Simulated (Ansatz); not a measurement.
An Ansatz (a quantum-chemistry and plane-wave program) input (Kohn–Sham DFT with the PBEsol functional, run in Ansatz with PAW and 420 eV plane waves, no SOC):

Ansatz 0.2 input:
```yaml
crystal:
  lattice:
    - [5.8720738826, 0, 0]
    - [0, 5.8720738826, 0]
    - [0, 0, 5.9777712125]
  atoms:
    - { symbol: Cs, position: [0, 0, 0] }
    - { symbol: Pb, position: [0.5, 0.5, 0.5] }
    - { symbol: Br, position: [0.5, 0, 0.5] }
    - { symbol: Br, position: [0, 0.5, 0.5] }
    - { symbol: Br, position: [0.5, 0.5, 0] }
basis: { ecutwfc: 420, ecutrho_ratio: 4, xc_grid: 2, fft_grid_basis: typed }
kpoints: { mp_grid: { grid: [6, 6, 6] } }
hamiltonian:
  xc: pbesol
  dispersion: none
  pseudopotentials: { kind: paw }
scf: { occupations: { method: fermi_dirac, width: 0.05 }, convergence: { dr2_threshold: 0.0000000005 } }
relax: { f_tol: 0.005, max_steps: 50 }
output: { forces: true, stress: true }
checkpoint: { write: state.ck, write_every: 1000 }
```

Q: Which symmetry and how many k-points will the program report, and about how many plane waves at Γ?

A: Space group P4/mmm (ITA 123) with 16 operations, k-points 40 of 216, and 3991 plane waves at Γ.

Q: And the final pressure?

A: -0.35 GPa (compression positive).

The cells carry an imposed strain or load. Whether these cells are dynamically stable was not tested. The cell was made from CsPbBr$_{3}$ in the cubic perovskite structure (space group Pm-3m, No. 221) by this change: uniaxial strain ε_zz = +1.80 %. Many cubic perovskites are stable only at high temperature; tilts and polar distortions were not tested. This is not the structure that CsPbBr3 has at room temperature and ambient pressure.
